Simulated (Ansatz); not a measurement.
Consider Bi₂Se₃ in the Bi2Te3 type structure (space group R-3m, No. 166).

```
Bi2Se3
1.0
    2.07230     1.19644     9.75526
   -2.07230     1.19644     9.75526
    0.00000    -2.39289     9.75526
Bi Se
2 3
Direct
  0.39938   0.39938   0.39938
  0.60062   0.60062   0.60062
  0.00000   0.00000   0.00000
  0.21420   0.21420   0.21420
  0.78580   0.78580   0.78580
```

Cartesian axes are those of the cell as printed.

Level of theory: r2SCAN+rVV10 (Ansatz, an electronic-structure program, PAW, without spin-orbit coupling).

Strains are applied to the cell and any free atomic positions relax; under biaxial strain the out-of-plane vector relaxes too.

One change was made to it. Results:

```json
[
 {"quantity": "shortest interatomic distance", "base": "5.391 bohr", "after": "5.360 bohr"},
 {"quantity": "band gap", "base": "0.60 eV", "after": "0.74 eV"}
]
```

Q: Which of these changes matches the shifts?
A. uniaxial strain ε_zz = −1.00 %
B. tensor shear ε_xz = −0.93 %
C. isotropic strain +1.55 %
D. biaxial strain −1.95 %, plane normal [001], relaxed out of plane
E. uniaxial strain ε_yy = +0.66 %

A: D, biaxial strain −1.95 %, plane normal [001], relaxed out of plane. For comparison, the band gap in the other runs: uniaxial strain ε_zz = −1.00 % gives 0.53 eV; isotropic strain +1.55 % gives 0.68 eV; tensor shear ε_xz = −0.93 % gives 0.59 eV; uniaxial strain ε_yy = +0.66 % gives 0.59 eV.

Spin-orbit coupling, missing from the scalar runs, can matter with Bi. Stability against distortions was not tested.
